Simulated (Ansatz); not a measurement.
**Pressure series in Ge**

The reference is Ge in the diamond structure (space group Fd-3m, No. 227; a = 5.762 Å).

Cell and atoms are relaxed at each pressure.

Level of theory: PBE (Ansatz, a quantum-chemistry and plane-wave program; PAW; 420 eV plane waves; spin-orbit coupling left out).

Notes on the quantities. enthalpy: H = E + PV relative to the base's energy.

```tsv
change	enthalpy	volume per atom
base	–	23.91 Å³
pressure −2 GPa	-0.30 eV/atom	24.81 Å³
pressure −1 GPa	-0.15 eV/atom	24.33 Å³
pressure 0.9 GPa	+0.13 eV/atom	23.56 Å³
pressure 2.1 GPa	+0.31 eV/atom	23.13 Å³
pressure 4.5 GPa	+0.65 eV/atom	22.39 Å³
pressure 9 GPa	+1.26 eV/atom	21.30 Å³
pressure 15 GPa	+2.04 eV/atom	20.18 Å³
pressure 22.5 GPa	+2.96 eV/atom	19.12 Å³
pressure 30 GPa	+3.83 eV/atom	18.27 Å³
```

Load acts through the strain it causes; cell and atoms are relaxed under it. Stability against distortions was not tested. Measured, Ge leaves this structure (for the β-tin structure) near 10.6 GPa (room temperature; as listed in arXiv:1906.07825).
